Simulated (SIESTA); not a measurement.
# Input and output of a self-consistent single point for TiAl3 (I4/mmm, 4 atoms in the cell) (SIESTA)

Level of theory: GGA PBE, numerical atomic orbitals TZP, PseudoDojo PBE standard norm-conserving potentials (rewritten from UPF to PSML) run with SIESTA 5.4.2.

This input was run:

```
# files in the folder: Ti.psml Al.psml (PseudoDojo PBE standard)
SystemName  TiAl3
SystemLabel tial3

NumberOfAtoms                4
NumberOfSpecies              2
%block ChemicalSpeciesLabel
  1 22 Ti
  2 13 Al
%endblock ChemicalSpeciesLabel
LatticeConstant              1.0 Bohr
%block LatticeVectors
    -3.684776970    3.684776970    8.253507351
     3.684776970   -3.684776970    8.253507351
     3.684776970    3.684776970   -8.253507351
%endblock LatticeVectors
AtomicCoordinatesFormat      Ang
%block AtomicCoordinatesAndAtomicSpecies
     0.000000000    0.000000000    0.000000000  1
     0.000000000    0.000000000    4.367568000  2
    -0.000000000    1.949900000    2.183784000  2
     1.949900000    0.000000000    2.183784000  2
%endblock AtomicCoordinatesAndAtomicSpecies

XC.functional                GGA
XC.authors                   PBE
PAO.BasisSize                TZP
PAO.EnergyShift              0.005 Ry
MeshCutoff                   350 Ry
%block kgrid.MonkhorstPack
    8   0   0  0.0
    0   8   0  0.0
    0   0   8  0.0
%endblock kgrid.MonkhorstPack
OccupationFunction           FD
ElectronicTemperature        0.1 eV

MaxSCFIterations             150
SCF.Mixer.Method             Pulay
SCF.Mixer.Weight             0.1
SCF.Mixer.History            6
SCF.DM.Tolerance             1.0E-04
Diag.ParallelOverK           true
WriteForces                  true
```

Output, abridged:

```
reinit: Reading from file input.fdf

reinit: System Name: TiAl3
reinit: System Label: tial3

coor:   Atomic-coordinates input format  =     Cartesian coordinates
coor:                                          (in Angstroms)

siesta: Atomic coordinates (Bohr) and species
siesta:      0.00000   0.00000   0.00000  1        1
siesta:      0.00000   0.00000   8.25351  2        2
siesta:     -0.00000   3.68478   4.12675  2        3
siesta:      3.68478   0.00000   4.12675  2        4

siesta: System type = bulk

initatomlists: Number of atoms, orbitals, and projectors:      4    76    72

siesta: ******************** Simulation parameters ****************************
redata: Spin configuration                          = none
redata: Time-Reversal Symmetry                      = T
redata: Number of Atomic Species                    =        2
redata: Mesh Cutoff                                 =   350.0000 Ry
redata: Net charge of the system                    =     0.0000 |e|
redata: Min. number of SCF Iter                     =        0
redata: Max. number of SCF Iter                     =      150
redata: SCF convergence failure will abort job
redata: SCF mix quantity                            = Hamiltonian
redata: Mix DM or H after convergence               =   F
redata: Recompute H after scf cycle                 =   F
redata: Mix DM in first SCF step                    =   T
redata: No kicks to SCF
redata: DM Mixing Weight for Kicks                  =     0.5000
redata: Require Harris convergence for SCF          =   F
redata: Harris energy tolerance for SCF             =     0.000100 eV
redata: Require DM convergence for SCF              =   T
redata: DM tolerance for SCF                        =     0.000100
redata: Require EDM convergence for SCF             =   F
redata: EDM tolerance for SCF                       =     0.001000 eV
redata: Require H convergence for SCF               =   T
redata: Hamiltonian tolerance for SCF               =     0.001000 eV
redata: Require (free) Energy convergence for SCF   =   F
redata: (free) Energy tolerance for SCF             =     0.000100 eV
redata: Using DFT-D3 dispersion                     =   F
redata: Using Saved Data (generic)                  =   F
redata: Method of Calculation                       = Diagonalization
redata: Electronic Temperature                      =  1160.4518 K
redata: Number of TDED substeps                     =        3
redata: Dynamics option                             = Single-point calculation
redata: Save all siesta data in one NC              =   F
redata: ***********************************************************************

%block SCF.Mixers
  Pulay
%endblock SCF.Mixers

%block SCF.Mixer.Pulay
  # Mixing method
  method pulay
  variant stable

  # Mixing options
  weight 0.1000
  weight.linear 0.1000
  history 6
%endblock SCF.Mixer.Pulay

DM_history_depth set to one: no extrapolation allowed by default for geometry relaxation
Size of DM history Fstack: 1
Total number of electrons:    21.000000
Total ionic charge:    21.000000

* ProcessorY, Blocksize:    1  64

* Orbital distribution balance (max,min):    76    76

k-point displ. along   1 input, could be:     0.00    0.50
k-point displ. along   2 input, could be:     0.00    0.50
k-point displ. along   3 input, could be:     0.00    0.50
 Kpoints in:          320 . Kpoints trimmed:          296

siesta: k-grid: Number of k-points = 296
siesta: k-points from Monkhorst-Pack grid
siesta: k-cutoff (effective) =    15.599 Ang
siesta: k-point supercell and displacements
siesta: k-grid:     8     0     0      0.000
siesta: k-grid:     0     8     0      0.000
siesta: k-grid:     0     0     8      0.000

diag: Algorithm                                     = D&C
diag: Parallel over k                               =   F
diag: Use parallel 2D distribution                  =   F
diag: Parallel block-size                           = 64
diag: Parallel distribution                         =     1 x     1
diag: Used triangular part                          = Lower
diag: Absolute tolerance                            =  0.100E-15
diag: Orthogonalization factor                      =  0.100E-05
diag: Memory factor                                 =  1.0000

superc: Internal auxiliary supercell:     7 x     7 x     9  =     441
superc: Number of atoms, orbitals, and projectors:   1764  33516  31752

                        Single-point calculation

superc: Internal auxiliary supercell:     7 x     7 x     9  =     441
superc: Number of atoms, orbitals, and projectors:   1764  33516  31752

outcell: Unit cell vectors (Ang):
       -1.949900    1.949900    4.367568
        1.949900   -1.949900    4.367568
        1.949900    1.949900   -4.367568

outcell: Cell vector modules (Ang)   :    5.165256    5.165256    5.165256
outcell: Cell angles (23,13,12) (deg):    135.6418    135.6418     64.5346
outcell: Cell volume (Ang**3)        :     66.4239
new_DM -- step:     1
Initializing Density Matrix...

Attempting to read DM from file... Failed...
DM filled with atomic data:

InitMesh: MESH = 50 x 50 x 36 = 90000
InitMesh: Mesh cutoff (required, used) =   350.000   361.688 Ry

stepf: Fermi-Dirac step function

        iscf     Eharris(eV)        E_KS(eV)     FreeEng(eV)     dDmax    Ef(eV) dHmax(eV)
   scf:    1    -1784.008067    -1803.724950    -1803.769277  1.857472 -5.631413  8.020992
   scf:    2    -1805.916441    -1805.015959    -1805.066275  0.052296 -5.870022  4.001467
   scf:    3    -1805.378581    -1805.383708    -1805.441344  0.054797 -6.107695  0.287812
   scf:    4    -1805.039888    -1805.297885    -1805.352313  0.056951 -5.997800  2.193474
   scf:    5    -1801.080508    -1804.138159    -1804.211770  0.103703 -6.516550  6.397681
   scf:    6    -1805.197072    -1805.399127    -1805.455971  0.083144 -6.070678  1.050370
   scf:    7    -1805.438085    -1805.421471    -1805.479267  0.005807 -6.099728  0.575287
   scf:    8    -1805.433202    -1805.430179    -1805.488951  0.005695 -6.130941  0.100085
   scf:    9    -1805.430387    -1805.430320    -1805.489195  0.000681 -6.133980  0.047838
   scf:   10    -1805.430105    -1805.430258    -1805.489261  0.000718 -6.137971  0.011967
   scf:   11    -1805.430312    -1805.430287    -1805.489265  0.000142 -6.137224  0.000307
   scf:   12    -1805.430288    -1805.430288    -1805.489265  0.000007 -6.137217  0.000073

SCF Convergence by DM+H criterion
max |DM_out - DM_in|         :     0.0000073606
max |H_out - H_in|      (eV) :     0.0000731312
SCF cycle converged after 12 iterations

Using DM_out to compute the final energy and forces

siesta: E_KS(eV) =            -1805.4303

siesta: E_KS - E_eggbox =     -1805.4303

siesta: Atomic forces (eV/Ang):
     1   -0.000000   -0.000000   -0.000000
     2   -0.000000   -0.000000    0.000000
     3   -0.000031    0.000031   -0.000000
     4    0.000031   -0.000031   -0.000000
   Tot   -0.000000   -0.000000    0.000000
   Max    0.000031
   Res    0.000018    sqrt( Sum f_i^2 / 3N )
   Max    0.000031    constrained

Stress tensor Voigt[x,y,z,yz,xz,xy] (kbar):       41.14       41.14       44.64        0.12        0.12       -0.01
(Free)E + p*V (eV/cell)    -1807.2432
Target enthalpy (eV/cell)    -1805.4893

siesta: Program's energy decomposition (eV):
siesta: Ebs     =      -483.340902
siesta: Eions   =      2841.591198
siesta: Ena     =       582.069847
siesta: Ekin    =       711.402327
siesta: Enl     =        43.542623
siesta: Eso     =         0.000000
siesta: Edftu   =         0.000000
siesta: DEna    =        24.850774
siesta: DUscf   =         0.535088
siesta: DUext   =         0.000000
siesta: Ex      =      -296.747658
siesta: Ec      =       -29.492090
siesta: Exc     =      -326.239748
siesta: Eharris =     -1805.430288
siesta: Etot    =     -1805.430288
siesta: FreeEng =     -1805.489265

siesta: Stress tensor (static) (eV/Ang**3):
siesta:     0.025677   -0.000005    0.000075
siesta:    -0.000005    0.025677    0.000075
siesta:     0.000075    0.000075    0.027861

siesta: Cell volume =         66.423896 Ang**3

siesta: Pressure (static):
siesta:                Solid            Molecule  Units
siesta:          -0.00028759         -0.00028760  Ry/Bohr**3
siesta:          -0.02640546         -0.02640607  eV/Ang**3
siesta:         -42.30620602        -42.30718495  kBar
```

The run converged in 12 iterations.

The starting cell comes from a database of computed structures (which also holds hypothetical and non-ambient phases and stackings), without a prior relaxation at this level. Its lattice was rescaled by a random factor within 2.5 % of one. Spin polarisation is off. Values carry the incompleteness of an atom-centred basis. With a pressure of about -4 GPa the cell is away from its equilibrium volume at this level.

Cost on one core of a shared machine: roughly 4 min.
